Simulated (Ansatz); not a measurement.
Consider BeTe in the zinc blende structure (space group F-43m, No. 216).

Space group F-43m (No. 216); a = b = c = 5.6043 Å, α = β = γ = 90.00°

| atom | site | symmetry | x | y | z |
|---|---|---|---|---|---|
| Be | 4a | -43m | 0.0000 | 0.0000 | 0.0000 |
| Te | 4d | -43m | 0.7500 | 0.7500 | 0.7500 |
(The calculation used a cell of 2 atoms; values per cell refer to that cell.)

Calculations: PBEsol/PAW in Ansatz (an electronic-structure program), without spin-orbit coupling.

Strains are applied to the cell and any free atomic positions relax.

One change was made to it. Results:

The energy grows by 0.9 meV/atom; the valley order (the lowest conduction-band minima on the path, energy above the VBM, named in the base's zone) goes from X along ⟨100⟩ 1.84 eV; L along ⟨111⟩ 3.08 eV to X along ⟨100⟩ 1.87 eV; L along ⟨111⟩ 3.04 eV; the electron mass changes from 1.4 mₑ along k, 0.25 mₑ across (at X) to 1.5 mₑ along k, 0.25 mₑ across (at X); the pressure decreases by 0.88 GPa, from 0.01 GPa to -0.87 GPa.

Question: Name the change that was made.
(A) isotropic strain −1.00 %
(B) isotropic strain +1.00 %
(C) isotropic strain +0.50 %
(D) isotropic strain −0.50 %
(E) isotropic strain +3.00 %

Answer: C, isotropic strain +0.50 %. For comparison, the valley order in the other runs: isotropic strain +3.00 % gives X along ⟨100⟩ 2.04 eV; L along ⟨111⟩ 2.85 eV; Γ 3.21 eV; isotropic strain +1.00 % gives X along ⟨100⟩ 1.91 eV; L along ⟨111⟩ 3.00 eV; isotropic strain −1.00 % gives X along ⟨100⟩ 1.76 eV; L along ⟨111⟩ 3.17 eV; isotropic strain −0.50 % gives X along ⟨100⟩ 1.80 eV; L along ⟨111⟩ 3.12 eV.

With Te present, leaving out spin-orbit coupling can change the band edges. The levels and masses belong to the bands next to the band gap. Effective masses come from finite differences of ±0.01 Å⁻¹. Along k means along the line from Γ to the band edge. Whether these cells are dynamically stable was not tested.
